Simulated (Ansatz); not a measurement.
Relaxation of the outer planes of the (100) surface of rock-salt TiC in its 1x1 cell (cut with top plane C + Ti, bottom plane C + Ti), outermost plane spacing 2.17 Å in the ideal cut.

Method: PBE (plane waves to 420 eV, PAW; Ansatz, a program for electronic structure).

Model: 14-atom slab, C7Ti7, 13.0 Å thick at the start, 12x12x1 mesh, Fermi-Dirac 0.1 eV, dipole correction, all atoms relaxed; held to the start's symmetry, so lower structures may exist; no spin, no spin-orbit, no U.

```csv
plane,atoms,bulk spacing to the next (Å),relaxed spacing (Å),change (%),rumpling (Å)
1,C + Ti,2.167,?,?,?
2,C + Ti,2.167,2.161,-0.3,0.03 (C outermost)
```

Problem. Fill in the missing entries.

Solution. 
- 1, relaxed spacing (Å): 2.152
- 1, change (%): -0.7
- 1, rumpling (Å): 0.12 (C outermost)
